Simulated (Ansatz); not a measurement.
The cell is built on a prototype and need not be the phase stable at ambient conditions.

By PBEsol, the system below comes out a metal.

The ballistic (Sharvin) conductance counts the channels at the Fermi level: G/A = (e²/h) × channels of both spins per area.

Input:

```yaml
crystal:
  lattice:
    - [4.16892, 0.00000, 0.00000]
    - [0.00000, 4.16892, 0.00000]
    - [0.00000, 0.00000, 4.16892]
  atoms:
    - { symbol: Ag, position: [0.00000, 0.50000, 0.50000] }
    - { symbol: Ag, position: [0.50000, 0.50000, 0.00000] }
    - { symbol: Ag, position: [0.50000, 0.00000, 0.50000] }
    - { symbol: Sc, position: [0.00000, 0.00000, 0.00000] }
```

Space group of this cell: Pm-3m, Cu3Au type. The cell was relaxed by PBE-D3(BJ); by PBEsol its mean pressure is -0.8 GPa.

The current flows along the normal of the first two printed cell vectors. No spin-orbit coupling; the value is a mean over 0.1 eV about the Fermi level.

Task: Compute, with PBEsol (Ansatz, a quantum-chemistry and plane-wave program), the ballistic conductance per area.

Result: 0.79 × 10¹⁵ S/m² for both spins.
